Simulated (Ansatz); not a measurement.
The (111) surface of germanium, Si on one of 1 atoms of the third shell, no caps (bottom of the slab: built like the top, H on every dangling bond, free)

Method: PBE (plane waves to 420 eV, PAW; Ansatz, a quantum-chemistry and plane-wave program).

Model: 9-atom slab, 12.4 Å thick at the start with caps and adatoms (thin: gaps and levels are the slab's own), 8x8x1 mesh, Fermi-Dirac 0.025 eV, dipole correction, 2 atoms held, the rest relaxed; held to the start's symmetry, so lower structures may exist; spin-polarised, ending with about 0.7 μB a cell, a value that depends on the mesh; orders that need a larger cell were not tried, no spin-orbit, no U. The slab shows no gap on its mesh. In PBE it lies 0.03 eV a 1x1 cell over the lowest computed structure of the same composition (Si on all atoms bonded under the surface atoms, no caps).

```yaml
work_function_of_the_top_face: 4.42 eV
energy_released_by_relaxation: 0.035 eV
cost: very roughly 4 core-minutes
```
